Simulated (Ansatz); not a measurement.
This Ansatz (a quantum-chemistry and plane-wave program) input is the reference run, YN in the rock salt structure (space group Fm-3m, No. 225), computed with PBEsol, PAW, 420 eV (Ansatz; scalar-relativistic without spin-orbit coupling):

Ansatz 0.2 input:
```yaml
crystal:
  lattice:
    - [0, 2.4280829652, 2.4280829652]
    - [2.4280829652, 0, 2.4280829652]
    - [2.4280829652, 2.4280829652, 0]
  atoms:
    - { symbol: Y, position: [0, 0, 0] }
    - { symbol: N, position: [0.5, 0.5, 0.5] }
basis: { ecutwfc: 420, ecutrho_ratio: 4, xc_grid: 2, fft_grid_basis: typed }
kpoints: { mp_grid: { grid: [12, 12, 12] } }
hamiltonian:
  xc: pbesol
  dispersion: none
  pseudopotentials: { kind: paw }
scf: { occupations: { method: fermi_dirac, width: 0.05 }, convergence: { dr2_threshold: 0.0000000002 } }
output: { forces: true, stress: true }
checkpoint: { write: state.ck, write_every: 1000 }
```

Write the input for this change: tensile biaxial strain of 0.42 % in the plane normal to [111], as in epitaxy on a mismatched substrate; the out-of-plane cell vector and the atoms relax.


Ansatz 0.2 input:
```yaml
crystal:
  lattice:
    - [3.448249937, 0, 0]
    - [1.7241249685, 2.986272044, 0]
    - [1.7241249685, -0.9954240147, 2.7978209189]
  atoms:
    - { symbol: Y, position: [0, 0, 0] }
    - { symbol: N, position: [0, 0.5, 0.5] }
basis: { ecutwfc: 420, ecutrho_ratio: 4, xc_grid: 2, fft_grid_basis: typed }
kpoints: { mp_grid: { grid: [12, 12, 12] } }
hamiltonian:
  xc: pbesol
  dispersion: none
  pseudopotentials: { kind: paw }
scf: { occupations: { method: fermi_dirac, width: 0.05 } }
relax: { f_tol: 0.005, max_steps: 50, cell: { stress_tol: 0.01, fix: [a, b, gamma] } }
output: { forces: true, stress: true }
checkpoint: { write: state.ck, write_every: 1000 }
```
This is the input that was run; other choices of cell and start would serve too.

Stability against distortions was not tested.
